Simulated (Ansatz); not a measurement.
Consider a 16-atom cell of (Ag,Cu)I started in the wurtzite structure, site fractions Ag 0.125, Cu 0.875, short-range order -0.14 among the nearest mixed sites of the first mixed sublattice (0 is random, a negative value favours unlike neighbours), space group Cm at the end. Its start:

```
CELL_PARAMETERS angstrom
     -4.31562    -0.00050    -7.09966
      4.31562    -0.00050    -7.09966
      4.31562    -7.47504    -0.00052
ATOMIC_POSITIONS crystal
  Ag 0.91443 0.58041 0.33402
  Cu 0.41492 0.07777 0.33715
  Cu 0.90968 0.58374 0.83088
  Cu 0.41462 0.07880 0.83088
  Cu 0.83467 0.16527 0.16358
  Cu 0.32885 0.67109 0.16358
  Cu 0.83267 0.16040 0.67227
  Cu 0.33493 0.66735 0.66757
  I  0.71776 0.38254 0.33522
  I  0.22857 0.89440 0.33416
  I  0.72911 0.39555 0.83216
  I  0.22771 0.89696 0.83216
  I  0.15748 0.47322 0.15670
  I  0.62993 0.00078 0.15670
  I  0.15976 0.47385 0.68592
  I  0.64492 0.97786 0.66706
```

Level of theory: r2SCAN (plane waves to 500 eV, PAW; Ansatz, a program for electronic structure). No spin–orbit coupling; with elements this heavy it can move edges by tenths of an eV. Its k-point mesh 5×5×4, Fermi–Dirac width 0.01 eV.

Q: Predict the alloy's volume and bond lengths.

A: volume per atom: 28.23 Å³
Cu–I bonds (within 1.22 times the sum of covalent radii): 2.618 Å on average, from 2.606 to 2.631 (28)
Ag–I bonds (within 1.22 times the sum of covalent radii): 2.790 Å on average, from 2.784 to 2.792 (4)
